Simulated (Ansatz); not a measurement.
A15 V₃Si (cubic form, which distorts at low temperature) was calculated with RPBE (PAW; Ansatz, a program for electronic structure).

Run with plane-wave cutoff 520 eV, 12×12×12 k mesh, Fermi–Dirac smearing 0.05 eV, no spin polarisation, scalar-relativistic PAW data made under PBE.

Pressure at four volumes; x = ln(V/13.263 Å³). One pressure is withheld.

| V (Å³/atom) | x | P (GPa) |
|---|---|---|
| 12.467 | -0.0619 | ? |
| 12.732 | -0.0409 | 8.09 |
| 13.263 | 0.0000 | 0.01 |
| 14.059 | 0.0583 | -9.43 |

Task: Pass a parabola P(x) through the three rows shown, estimate the bulk modulus and its pressure derivative near zero pressure, and predict the withheld pressure.

Result: Slopes between the rows: (0.01 − (8.09))/(0.0000 − (-0.0409)) = -197.56 and (-9.43 − (0.01))/(0.0583 − (0.0000)) = -161.92 GPa. Their difference over the span 0.0992 is c = 35.64/0.0992 = 359.3 GPa, so P(x) = 8.09 + (-197.56)(x − (-0.0409)) + 359.3 (x − (-0.0409))(x − (0.0000)). At the middle row B = −dP/dx = −[-197.56 + 359.3 × 0.0409] = 182.9 GPa, and B′ = dB/dP = 2c/B = 3.9. At x = -0.0619 the parabola gives 12.71 GPa; the run gives 12.78 GPa. The Birch–Murnaghan fit to the energies at all volumes has B0 = 182 GPa and B′ = 4.0.

Measured, for comparison: bulk modulus 171 GPa (300 K, no zero-point or thermal correction, our sources range from 171 to 176; as tabulated in Lu and Klein (1997), arXiv:cond-mat/9704251). Computed (rounded) less measured: bulk modulus +6 % (+3 % to +6 % over the range). A static lattice is as a rule a little smaller and stiffer than an uncorrected measurement, which narrows the difference in the bulk modulus and would widen misses of the other sign.

Note: symmetry holds this phase in the static calculation, where it need not be a minimum.
